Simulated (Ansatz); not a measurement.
Defect migration in bixbyite In2O3: O vacancy, charge state +2. Level of theory: PBE, PAW (plane waves to 420 eV; Ansatz, a program for electronic structure).

Settings: 80 host sites, the relaxed PBE lattice, one k-point at (0.250, 0.250, 0.250), smearing 0.01 eV, spin-restricted, no image-charge correction. No zero-point or tunnelling terms. The charge state is imposed; whether it is stable for some Fermi level was not computed. Forms of the defect that were not tried may lie lower.

Barriers: single points on a 2×2×2 k-point mesh shifted by half a step at the bands' geometries.

The step: a nearby O atom hops onto the vacant site. Atoms about the jump, Cartesian Å from the middle of the jump, before and after:

```json
[
 {"atom": "O1", "x0": "0.20", "y0": "0.19", "z0": "-1.26", "x1": "-0.20", "y1": "-0.19", "z1": "1.26"},
 {"atom": "In2", "x0": "-1.27", "y0": "1.32", "z0": "-0.16", "x1": "-1.36", "y1": "1.25", "z1": "0.13"},
 {"atom": "In3", "x0": "1.11", "y0": "-1.43", "z0": "-0.12", "x1": "1.13", "y1": "-1.57", "z1": "0.16"},
 {"atom": "O4", "x0": "2.39", "y0": "-0.20", "z0": "1.04", "x1": "2.58", "y1": "-0.27", "z1": "0.98"},
 {"atom": "In5", "x0": "1.55", "y0": "1.36", "z0": "2.33", "x1": "1.37", "y1": "1.20", "z1": "2.21"},
 {"atom": "O6", "x0": "0.16", "y0": "2.45", "z0": "1.00", "x1": "0.11", "y1": "2.62", "z1": "0.97"},
 {"atom": "O7", "x0": "-2.57", "y0": "-0.23", "z0": "-0.98", "x1": "-2.46", "y1": "-0.22", "z1": "-1.01"},
 {"atom": "O8", "x0": "2.47", "y0": "2.16", "z0": "-1.36", "x1": "2.37", "y1": "2.05", "z1": "-1.34"},
 {"atom": "O9", "x0": "-0.20", "y0": "-2.62", "z0": "-1.46", "x1": "-0.16", "y1": "-2.41", "z1": "-1.39"}
]
```

Problem. Where do these atoms stand at the saddle point, and how high is it?

Solution. 
```csv
atom,x,y,z
O1,0.30,0.27,-0.06
In2,-1.38,1.36,-0.02
In3,1.18,-1.55,0.03
O4,2.62,-0.30,1.07
In5,1.43,1.27,2.14
O6,0.11,2.72,1.06
O7,-2.55,-0.22,-1.05
O8,2.44,2.12,-1.37
O9,-0.18,-2.54,-1.44
```
It lies 1.11 eV above the start and 1.11 eV above the end. The program found a first-order saddle point.
